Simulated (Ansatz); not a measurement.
The parent structure is Zr in the hcp (Mg type) structure (space group P6_3/mmc, No. 194; a = 3.232 Å, c = 5.174 Å).

(Cell as relaxed with PBE.)

Levels (all Ansatz, an electronic-structure program, PAW, earlier PAW set): PBE (420 eV, without spin-orbit coupling); r2SCAN (500 eV, no spin-orbit coupling).

Each level relaxes its own structure.

```json
[
 {"base": "volume per atom", "PBE": "23.40 Å³", "r2SCAN": "23.50 Å³"},
 {"base": "lattice parameter a", "PBE": "3.232 Å", "r2SCAN": "3.246 Å"},
 {"base": "band gap", "PBE": "zero", "r2SCAN": "zero"}
]
```

The change: Hf replaces 62.5 % of the Zr, ordered in a cell of 8 atoms (starting symmetry Pm) and fully relaxed.

```tsv
quantity	PBE	r2SCAN
deviation of the volume from the linear (Vegard-type) interpolation	0.0 %	[?]
shortest interatomic distance	3.115 Å	[?]
band gap	zero	[?]
```

Question: What does r2SCAN give?

Answer: 
- deviation of the volume from the linear (Vegard-type) interpolation, r2SCAN: 0.0 %
- shortest interatomic distance, r2SCAN: 3.099 Å
- band gap, r2SCAN: zero

PBE's shortest interatomic distance lies 0.016 Å above r2SCAN's (0.5 %); the two agree on the deviation of the volume from the linear and band gap. Neither level is exact; r2SCAN is the comparison here, not a measurement.

These are small ordered cells, not random alloys; other orderings at the same x differ. Whether these cells are dynamically stable was not tested. The final runs are not spin-polarised.
